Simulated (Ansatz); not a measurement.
We consider RuAl (model structure, Cmcm, No. 63, 4 atoms in the cell), described by LDA (PAW; Ansatz, an electronic-structure program).

Settings: plane-wave cutoff 520 eV, 20×20×14 k mesh (along the axes of the cell as run), Fermi–Dirac smearing 0.05 eV, no spin polarisation, scalar-relativistic PAW data made under PBE.

Cell (relaxed at this level):

Space group Cmcm (No. 63); a = 2.9287 Å, b = 9.0093 Å, c = 4.0556 Å, α = 90.00°, β = 90.00°, γ = 90.00°

```json
[
 {"atom": "Al", "site": "4c", "symmetry": "m2m", "x": "0.0000", "y": "0.4068", "z": "0.2500"},
 {"atom": "Ru", "site": "4c", "symmetry": "m2m", "x": "0.0000", "y": "0.1364", "z": "0.2500"}
]
```
(The calculation used a cell of 4 atoms; values per cell refer to that cell.)

Q: Give the computed bulk modulus.

A: 
- bulk modulus: 207 GPa

Note: the run has no spin polarisation, so it can have missed a magnetic state; the bulk modulus is −V dP/dV from two relaxed cells at ±2 % in volume; the relaxation could raise the start's symmetry but not lower it, so the cell can be a saddle point.

Computed values are for the static lattice.

A model structure was made by putting elements into a prototype or built by hand; it is no filed structure, need not be a known phase, and can be a saddle point held by its symmetry.
